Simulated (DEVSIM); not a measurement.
Structure: Ge n-i-p diode, at 300 K.

Layer 1 from the left is Ge, thickness (μm) 0.100, Nd (cm⁻³) 3.8e17, τn (s) 4.3e-5, τp (s) 4.3e-5. Layer 2 from the left is Ge, thickness (μm) 0.320, Na (cm⁻³) 1.1e13, τn (s) 4.3e-5, τp (s) 4.3e-5. Layer 3 from the left is Ge, thickness (μm) 0.840, Na (cm⁻³) 2e18, τn (s) 4.3e-5, τp (s) 4.3e-5.

Left contact: ohmic. Right contact: ohmic. Voltage is applied to the left contact. Recombination: SRH at mid-gap, Auger. Mobility is μmin + (μ − μmin)/(1 + (N/Nref)^α).

This is a model device: material constants are rounded textbook-type values typed into the input, and sizes, dopings and lifetimes were drawn at random. Values at 300 K.

Ge: gap (eV) 0.664, affinity (eV) 4, permittivity 16, Nc (cm⁻³) 1.04e19, Nv (cm⁻³) 6e18, μn (cm²/Vs) 3900, μp (cm²/Vs) 1900, μn,min 150, μp,min 100, Nref,n 2.6e17, Nref,p 4e17, αn 0.56, αp 0.6, Cn (cm⁶/s) 1e-31, Cp (cm⁶/s) 1e-31.

Simulated with DEVSIM: 1D drift-diffusion, Boltzmann statistics, complete ionisation; no tunnelling, impact ionisation, image-force lowering or self-heating.

### Question
What does the simulation give for the potential step across the device at zero bias, the dark forward voltage at 1 A/cm², the dark forward voltage at 100 A/cm²?

### Answer
potential step across the device at zero bias 0.550 V; dark forward voltage at 1 A/cm² 0.196 V; dark forward voltage at 100 A/cm² 0.316 V.
